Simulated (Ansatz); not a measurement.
Take BeSe in the zinc blende structure (space group F-43m, No. 216; a = 5.1289 Å) as the base.

Levels (all Ansatz, a program for electronic structure, PAW): PBEsol (420 eV, no SOC); HSE06 (420 eV, without spin-orbit coupling).

The geometry is relaxed with PBEsol.

| Property | Result |
|---|---|
| PBEsol lowest conduction level above the VBM at special points | X 2.47 eV; K 3.63 eV; U 3.63 eV; Γ 4.28 eV |

**Question.** Predict the lowest conduction level above the VBM at special points from HSE06.

**Answer.** The lowest conduction level above the VBM at special points becomes X 3.45 eV; K 4.65 eV; U 4.65 eV; Γ 5.53 eV (PBEsol: X 2.47 eV; K 3.63 eV; U 3.63 eV; Γ 4.28 eV).

Single points use the geometry relaxed with PBEsol. HSE06 was sampled on its mesh, a few special points and the semilocal edge points, so its gap is an upper bound. The levels and masses belong to the bands next to the band gap. Stability against distortions was not tested.
